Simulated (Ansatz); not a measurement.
Start from MoTe₂ (space group P6_3/mmc, No. 194; layered, stacked along the Cartesian z axis).

```yaml
crystal:
  lattice:
    - [3.49664, 0.00000, 0.00000]
    - [-1.74832, 3.02818, 0.00000]
    - [0.00000, 0.00000, 13.69594]
  atoms:
    - { symbol: Te, position: [0.66667, 0.33333, 0.38268] }
    - { symbol: Te, position: [0.33333, 0.66667, 0.88268] }
    - { symbol: Te, position: [0.33333, 0.66667, 0.61732] }
    - { symbol: Te, position: [0.66667, 0.33333, 0.11732] }
    - { symbol: Mo, position: [0.66667, 0.33333, 0.75000] }
    - { symbol: Mo, position: [0.33333, 0.66667, 0.25000] }
```

Cartesian axes are those of the cell as printed.

The values are results of DFT with PBE-D3(BJ), PAW potentials and a 420 eV plane-wave cutoff in Ansatz (an electronic-structure program), spin-orbit coupling left out, not measurements.

Strains are applied to the cell and any free atomic positions relax; under biaxial strain the out-of-plane vector relaxes too.

One change was made to it. Results:

The smallest direct gap falls by 0.22 eV (1.03 eV → 0.81 eV); the gap character goes from indirect, Γ → K–Γ (44 % along) to indirect, M → K–Γ (44 % along); the pressure (mean of the normal stresses, compression positive) goes from zero to 3.54 GPa.

Problem. Which of these changes matches the shifts?
A) biaxial strain −2.40 %, plane normal [001], relaxed out of plane
B) biaxial strain −0.60 %, plane normal [001], relaxed out of plane
C) biaxial strain −3.00 %, plane normal [001], relaxed out of plane
D) biaxial strain −1.20 %, plane normal [001], relaxed out of plane
E) biaxial strain −1.80 %, plane normal [001], relaxed out of plane

Solution. C, biaxial strain −3.00 %, plane normal [001], relaxed out of plane. For comparison, the smallest direct gap in the other runs: biaxial strain −0.60 %, plane normal [001], relaxed out of plane gives 0.99 eV; biaxial strain −2.40 %, plane normal [001], relaxed out of plane gives 0.85 eV; biaxial strain −1.80 %, plane normal [001], relaxed out of plane gives 0.90 eV; biaxial strain −1.20 %, plane normal [001], relaxed out of plane gives 0.94 eV.

Spin-orbit coupling, missing from the scalar runs, can matter with Te. No phonon test of stability was made. The program warned that a D3 coordination switch lies within reach, so dispersion energies are less smooth here.
